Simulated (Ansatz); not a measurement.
Data:

```
CdS
1.0
    4.18872     0.00000     0.00000
    2.09436     3.62754     0.00000
    2.09436    -1.20918     3.37086
S Cd
1 1
Direct
  0.50214   0.74893   0.24680
  0.99786   0.00107   0.00320
```

No spin polarisation.

Calculations: r2SCAN (Ansatz, an electronic-structure program; PAW; 500 eV plane waves; no spin-orbit coupling), earlier PAW set. Settings: 10×10×10 k-points, 0.05 eV Fermi–Dirac smearing.

Question: What hole mass does the calculation give?

Answer: 0.14 mₑ out of plane, 1.8 mₑ in plane (at Γ).

Question: Predict the gap character.

Answer: Direct at Γ.

The cells carry an imposed strain or load. Masses are band curvatures over ±0.01 Å⁻¹ around the edge. Stability against distortions was not tested. The cell was made from CdS in the zinc blende structure (space group F-43m, No. 216) by this change: biaxial strain +0.76 %, plane normal [111], relaxed out of plane.
